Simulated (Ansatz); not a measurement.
Results of r²SCAN (plane waves, PAW; Ansatz, a first-principles code) for ZrAg (model structure, Fm-3m, No. 225, 2 atoms in the cell).

Numerical settings: plane-wave cutoff 560 eV, 18×18×18 k mesh, Fermi–Dirac smearing 0.05 eV, no spin polarisation, scalar-relativistic PAW data made under PBE.

Cell (relaxed at this level):

```xyz
2
Lattice="0.0000 2.8180 2.8180 2.8180 0.0000 2.8180 2.8180 2.8180 0.0000" Properties=species:S:1:pos:R:3 pbc="T T T"
Ag     0.0000     0.0000     0.0000
Zr     2.8180     2.8180     2.8180
```

Question: Give the computed bulk modulus.

Answer: 
- bulk modulus: 98.9 GPa

The run finds no gap.

Note: the bulk modulus is −V dP/dV from two relaxed cells at ±2 % in volume; the relaxation could raise the start's symmetry but not lower it, so the cell can be a saddle point.

The computed numbers hold no vibrational or temperature effects.

It cost about 2.2 core-minutes (a rough figure) of CPU time.

A model structure was made by putting elements into a prototype or built by hand; it is no filed structure, need not be a known phase, and can be a saddle point held by its symmetry.
